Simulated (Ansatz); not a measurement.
Consider O vacancy in polar orthorhombic HfO2, neutral cell. Computed with PBE, PAW (plane waves to 420 eV; Ansatz, a first-principles code).

Cell of 96 host sites held at the relaxed PBE lattice; the Γ point alone; Fermi-Dirac width 0.01 eV, spin-restricted; finite-size errors left in. No zero-point or tunnelling terms. Spin-orbit coupling is left out. The host's phase is taken as given; its stability against other phases was not computed. The charge state is imposed; whether it is stable for some Fermi level was not computed. Forms of the defect that were not tried may lie lower. The start lies 0.28 eV above the lowest site run (PBE).

Barriers: single points on a 2×2×2 k-point mesh shifted by half a step at the bands' geometries (they differ from the bands' own by up to 0.16 eV, and are uncertain by about as much).

Relaxed starting cell (atoms counted from 1):

```xyz
95
Lattice="10.5877 0.0000 0.0000 0.0000 10.1382 0.0000 0.0000 0.0000 10.2024" Properties=species:S:1:pos:R:3 pbc="T T T"
Hf     2.8113     3.7285     1.3404
Hf     2.8258     3.7162     6.4042
Hf     2.8168     8.7996     1.3273
Hf     2.8188     8.7926     6.4351
Hf     8.1080     3.7216     1.3141
Hf     8.1110     3.7238     6.4108
Hf     8.1080     8.7940     1.3162
Hf     8.1159     8.7929     6.4195
Hf     5.1196     3.7259     3.8327
Hf     5.1180     3.7346     8.9620
Hf     5.1204     8.7943     3.8736
Hf     5.1277     8.8027     8.9726
Hf    10.4117     3.7224     3.8692
Hf    10.4130     3.7234     8.9676
Hf    10.4140     8.7887     3.8725
Hf    10.4240     8.7874     8.9719
Hf     2.4698     1.3470     3.8717
Hf     2.4781     1.3660     8.9722
Hf     2.4722     6.4282     3.8803
Hf     2.5090     6.3984     8.9920
Hf     7.7682     1.3494     3.8672
Hf     7.7692     1.3523     8.9630
Hf     7.7651     6.4256     3.8674
Hf     7.7613     6.4220     8.9660
Hf     0.1674     1.3506     1.3177
Hf     0.1748     1.3518     6.4232
Hf     0.1712     6.4267     1.3239
Hf     0.1798     6.4176     6.4343
Hf     5.4658     1.3692     1.3155
Hf     5.4671     1.3598     6.4095
Hf     5.4432     6.4162     1.3089
Hf     5.4614     6.4187     6.4165
O      4.5829     4.7271     5.6770
O      4.5722     9.8202     0.5774
O      4.5842     9.7977     5.6912
O      9.8648     4.7426     0.5843
O      9.8792     4.7304     5.6890
O      9.8784     9.7953     0.5834
O      9.8784     9.8003     5.6878
O      3.3493     4.7287     3.1444
O      3.3682     4.7179     8.2277
O      3.3530     9.7907     3.1425
O      3.3583     9.7999     8.2497
O      8.6460     4.7317     3.1300
O      8.6498     4.7329     8.2343
O      8.6505     9.7945     3.1360
O      8.6593     9.8005     8.2369
O      0.7081     0.3402     3.1346
O      0.7202     0.3447     8.2417
O      0.7117     5.4122     3.1353
O      0.7225     5.4130     8.2557
O      6.0035     0.3435     3.1288
O      6.0103     0.3450     8.2310
O      5.9994     5.4214     3.1239
O      5.9986     5.4243     8.2363
O      1.9434     0.3575     0.5946
O      1.9362     0.3428     5.6912
O      1.9669     5.4104     0.6017
O      1.9353     5.4124     5.6935
O      7.2251     0.3474     0.5814
O      7.2299     0.3434     5.6812
O      7.1626     5.3830     0.5677
O      7.2255     5.4149     5.6825
O      1.4284     2.7220     2.6004
O      1.4420     2.7284     7.6944
O      1.4351     7.7945     2.6006
O      1.4515     7.7847     7.7067
O      6.7308     2.7193     2.5839
O      6.7413     2.7207     7.6806
O      6.7299     7.7891     2.5874
O      6.7399     7.7954     7.6939
O      1.1947     2.7218     0.0431
O      1.2095     2.7239     5.1450
O      1.2146     7.7909     0.0525
O      1.2065     7.7916     5.1521
O      6.4927     2.7284     0.0338
O      6.5014     2.7284     5.1276
O      6.4971     7.7925     0.0470
O      6.4994     7.7924     5.1415
O      3.8519     2.4281     0.0426
O      3.8582     2.3455     5.1380
O      3.8716     7.4095     0.0687
O      3.8523     7.4197     5.1565
O      9.1416     2.3536     0.0421
O      9.1498     2.3495     5.1415
O      9.1401     7.4129     0.0467
O      9.1472     7.4192     5.1454
O      4.0676     2.3269     2.5964
O      4.0839     2.3366     7.6942
O      4.0806     7.4160     2.6053
O      4.0957     7.4212     7.7089
O      9.3727     2.3494     2.5913
O      9.3826     2.3515     7.6933
O      9.3789     7.4161     2.5918
O      9.3845     7.4198     7.6987
```

End state 1 differs by these moves (Å; atoms that move under 0.08 Å are left out):

```
atom  element    Δx     Δy    Δz
----  -------  ----  -----  ----
41          O  1.22   0.01  2.57
80          O  0.02  -0.10  0.00
89          O  0.00   0.09  0.00
```

Problem. Give the forward and backward barriers to end state 1 at the level PBE, PAW.

Solution. forward 1.74 eV, backward 1.74 eV; at the saddle point atom 41 has neighbours Hf at 2.00, Hf at 2.13, Hf at 2.28; O at 2.43, O at 2.60 Å. The program found a first-order saddle point.

End state 2 differs by these moves (Å; atoms that move under 0.08 Å are left out):

| atom | element | Δx | Δy | Δz |
|---|---|---|---|---|
| 80 | O | 0.72 | 2.27 | 0.56 |
| 88 | O | 0.00 | 0.02 | -0.08 |

Problem. What forward and backward barriers to end state 2 does PBE, PAW give?

Solution. forward 2.44 eV, backward 2.72 eV; at the saddle point atom 80 has neighbours Hf at 1.97, Hf at 1.99, Hf at 2.49; O at 2.46, O at 2.55 Å. The program found a first-order saddle point.

End state 3 differs by these moves (Å; atoms that move under 0.08 Å are left out):

| atom | element | Δx | Δy | Δz |
|---|---|---|---|---|
| 62 | O | -2.55 | -0.65 | 0.04 |

Problem. What is the computed forward and backward barriers to end state 3 (PBE, PAW)?

Solution. forward 1.87 eV, backward 1.87 eV; at the saddle point atom 62 has neighbours Hf at 2.00, Hf at 2.20, Hf at 2.32; O at 2.45, O at 2.57 Å. The program found a first-order saddle point.

End state 4 differs by these moves (Å; atoms that move under 0.08 Å are left out):

```tsv
atom	element	Δx	Δy	Δz
62	O	0.08	0.02	0.02
80	O	0.01	-0.08	0.00
82	O	0.69	-2.65	0.48
90	O	-0.01	0.00	-0.09
```

Problem. Predict the forward and backward barriers to end state 4 from PBE, PAW.

Solution. forward 1.78 eV, backward 2.05 eV; at the saddle point atom 82 has neighbours Hf at 1.94, Hf at 2.04 Å. The program found a first-order saddle point.
